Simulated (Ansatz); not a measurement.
**Cu under a change: isotropic strain −1.00 %**

Base system: Cu in the fcc (Cu type) structure (space group Fm-3m, No. 225; a = 3.630 Å; relaxed with 0.1 eV smearing).

Now apply this change: the cell is scaled by 0.9900 in all directions; the atoms relax in the strained cell.

All numbers come from plane-wave PAW DFT at the PBE level (Ansatz, a quantum-chemistry and plane-wave program, 420 eV), no spin-orbit coupling. Settings: 31×31×31 k-points, 0.1 eV Fermi–Dirac smearing.

```json
[
 {"quantity": "space group", "base": "Fm-3m (No. 225)", "changed": "Fm-3m (No. 225)", "shift": "–"},
 {"quantity": "energy relative to the base (free energy F)", "base": "0 meV/atom", "changed": "+4.9 meV/atom", "shift": "+4.9 meV/atom"},
 {"quantity": "pressure", "base": "0.0 GPa", "changed": "4.6 GPa", "shift": "+4.6 GPa"},
 {"quantity": "band gap", "base": "zero", "changed": "zero", "shift": "–"}
]
```

Stability against distortions was not tested. All final runs are without spin polarisation.
